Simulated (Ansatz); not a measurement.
Ru_W in bcc W (start: the W site; 54-site cell, 4×4×4 shifted sampling), host crystal and elements as references (Δμ(W) = 0.00 eV, Δμ(Ru) = 0.00 eV; Ru taken from its element, since no compound that bounds it was computed at this level; only phases computed here count, gases as isolated molecules at 0 K). The numbers are results of PBE, PAW (plane waves to 420 eV; Ansatz, an electronic-structure program), not measurements. In charge state 0 (not spin-polarised) the formation energy is 0.78 eV. The crystal has 6.19 × 10^22 W sites per cm³.

### Question
Estimate the equilibrium concentration at 1300 K in the dilute limit, leaving out vibrational entropy and degeneracy.

### Answer
kT = 0.1120 eV; c = N exp(−E_f / kT) = 6.19 × 10^22 × exp(−7.0) ≈ 6 × 10^19 cm^-3. An error of 0.2 eV in E_f moves this by a factor of 6.
